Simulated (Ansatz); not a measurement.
Cost and result by functional for the adsorption energy of O on the 1x1 (0001) surface of hcp Ti, one in a 2x2 cell, started at the site 'bridge Ti-Ti (span 2.9 Å)', in Ansatz (plane waves, PAW). Single points on the PBE structure, on one kind of machine; costs are rough ratios of the slab run's core time (references not counted) to the cheapest single point. r2SCAN's cost holds its higher cutoff (500 against 420 eV). Differences are taken against r2SCAN for comparison alone: no measured value is at hand, so the table doesn't rank accuracy.

Model: 17-atom slab, 6.8 Å thick at the start under the adsorbate (thin: gaps and levels are the slab's own), 6x6x1 mesh, Fermi-Dirac 0.1 eV, dipole correction, 8 atoms held, the rest relaxed; symmetry of the start imposed; no spin, no spin-orbit, no U, no dispersion correction. At the end it is bonded to 3 Ti. In PBE it is, or lies within 0.03 eV of, the lowest of the starts that converged. These notes are the PBE run's. Adsorption energies are against ½ O2(g). A negative adsorption energy means that the adsorbate is more stable on the surface than in its reference.

```tsv
functional	relative cost	adsorption energy (eV)	less r2SCAN (eV)
RPBE	1	-5.61	0.76
r2SCAN	2	-6.37	0.00
PBE (the relaxed run's value)	–	-5.87	0.50
```

The values span 0.76 eV, while the single points' costs differ by a factor of roughly 2. Differences are of unrounded values.

Ansatz is an electronic-structure program.
